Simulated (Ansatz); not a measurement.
What pressure −1 GPa does to W

Start from W in the bcc (W type) structure (space group Im-3m, No. 229; a = 3.170 Å).

One thing is altered: hydrostatic tension (pressure −1 GPa).

Method: r2SCAN, PAW, 500 eV (Ansatz, a program for electronic structure; spin-orbit coupling left out), earlier PAW set. k-mesh 21×21×21 (Γ-centred); smearing 0.05 eV (Fermi–Dirac).

```csv
quantity,base,changed,shift
volume per atom,15.93 Å³,15.98 Å³,+0.05 Å³
density,19.17 g/cm³,19.11 g/cm³,-0.06 g/cm³
shortest interatomic distance,5.188 bohr,5.193 bohr,+0.0055 bohr
band gap,zero,zero,–
```

Final structure:

```yaml
crystal:
  lattice:
    - [-1.58661, 1.58661, 1.58661]
    - [1.58661, -1.58661, 1.58661]
    - [1.58661, 1.58661, -1.58661]
  atoms:
    - { symbol: W, position: [0.00000, 0.00000, 0.00000] }
```

Cost of the whole job for the changed cell (relaxation, final SCF and bands): very roughly 17 core-seconds.

Load acts through the strain it causes; cell and atoms are relaxed under it. No phonon test of stability was made. The final runs are not spin-polarised.
